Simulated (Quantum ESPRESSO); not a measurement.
Troubleshooting Quantum ESPRESSO: a failed run on HfZrCN (R3m, 4 atoms in the cell). The aim is a zone-centre phonon calculation with DFT, LDA (PZ), plane waves, GBRV 1.5 ultrasoft (LDA) pseudopotentials.

The self-consistent step had converged with these keywords: prefix = (default); ecutwfc = 40 Ry; ecutrho = 320 Ry; occupations = smearing; smearing = mp; degauss = 0.0073499 Ry; K_POINTS = automatic 9 9 9 0 0 0; conv_thr = 1e-11 Ry. The next shown step is ph.x.

Input as run:

```fortran
phonons at the zone centre
&INPUTPH
 outdir = './out',
 tr2_ph = 1.0d-14,
 fildyn = 'dyn.G',
 prefix = 'calc',
/
0.0 0.0 0.0
```

Log, with long lists cut:

```
     Reading xml data from directory:

     ./out/calc.save/
     Message from routine qexsd_readschema :
     xml data file ./out/calc.save/data-file-schema.xml not found

 %%%%%%%%%%%%%%%%%%%%%%%%%%%%%%%%%%%%%%%%%%%%%%%%%%%%%%%%%%%%%%%%%%%%%%%%%%%%%%
     Error in routine read_xml_file (1):
     fatal error reading xml file
 %%%%%%%%%%%%%%%%%%%%%%%%%%%%%%%%%%%%%%%%%%%%%%%%%%%%%%%%%%%%%%%%%%%%%%%%%%%%%%

     stopping ...
```

Question: From the messages shown, name the fault and mend the input.

Answer: The fault is another prefix in a later step of the chain. A later step finds the saved data by prefix and folder. To fix it, use one prefix throughout. The program stopped in the step ph.x before computing anything there.

On the sound input: the starting cell comes from a database of computed structures (which also holds hypothetical and non-ambient phases and stackings), without a prior relaxation at this level. Its lattice was rescaled by a random factor within 2.5 % of one. With a pressure of about -22 GPa the cell is away from its equilibrium volume at this level.
